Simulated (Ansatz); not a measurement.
**InAs: energy against volume**

InAs (zinc blende, F-43m, 29.594 Å³/atom and stress up to 0.01 GPa in the relaxed cell, cube axes along x, y and z) under an equal strain ε along all three axes. PBE in Ansatz, a plane-wave DFT program (PAW, default set), 420 eV, 9×9×9 Γ-centred mesh, Fermi-Dirac smearing 0.05 eV; ions are relaxed, or left where forces stay under 0.02 eV/Å, within the symmetry of each cell. Against the start cell, which lies near the measured one, the relaxed cell differs by 6.4 % in volume; the values below rest on it.

Here V stands for volume and E for E less E0.

```csv
volume (Å³/atom),E less E0 (meV/atom),pressure (GPa)
27.0101,?,?
27.8541,17.51,3.41
28.2826,9.68,2.46
28.7155,4.23,1.58
29.1528,1.05,0.76
29.5945,0.00,0.01
30.0406,0.97,-0.69
30.4912,3.84,-1.34
30.9463,8.51,-1.94
31.4059,14.88,-2.49
```

**Question.** Fit E against V with the third-order Birch-Murnaghan form, a cubic in V^(-2/3), and predict the withheld value at V = 27.0101.

**Answer.** With u = V^(-2/3) - 0.1046, the rows have u = 0.0042280, 0.0031260, 0.0020406, 0.0009714, -0.0000816, -0.0011189, -0.0021410, -0.0031479, -0.0041402. Least squares gives E = 0.008 + 171.1·u + 923616·u² + 3555057·u³. Residuals (row less fit): -0.001, 0.003, -0.003, 0.001, 0.000, 0.002, -0.001, -0.001, 0.001; standard error 0.002 (degrees of freedom: 5). Its minimum lies at u = -0.0000927, so V0 = (0.1045073)^(-3/2) = 29.60. There d²E/du² = 1845000 and d³E/du³ = 2.133e7, so B0 = (4/9) × 29.60^(-7/3) × 1845000 × 0.160218 = 48.5 GPa (the last factor turns the table's units into GPa), and B0' = 4 + (2/3) × 0.1045073 × (2.133e7)/1845000 = 4.8. B0' rests on the cubic coefficient alone and has a standard error of 0.1 from these residuals. At the withheld row, u = 0.0064834, so E = 0.008 + 171.1 × 0.0064834 + 923616 × 0.0064834² + 3555057 × 0.0064834³ = 40.910 meV/atom. The calculation gives 40.89 meV/atom, 0.020 meV/atom below the prediction (0.0 % of the range of E in the table). The row lies outside the fitted rows, so this is an extrapolation. The scatter of the fitted rows lies at the last printed digit.

This level leaves no gap over 0.05 eV at strain -3.00, -2.00, -1.50, -1.00, -0.50, 0.00, 0.50, 1.00, 1.50, 2.00 %. Other structures, which can take over under pressure, weren't tried. The same form fitted to the pressure column gives B0' = 4.8; series where the two differ by over 0.4 aren't shown. Rows are the converged runs of the series near zero and its far end, less any whose ions stayed unrelaxed beside relaxed ones; series whose fitted rows scatter by over a few per cent of the range, as at a crossing or softening among them, aren't shown in this form.
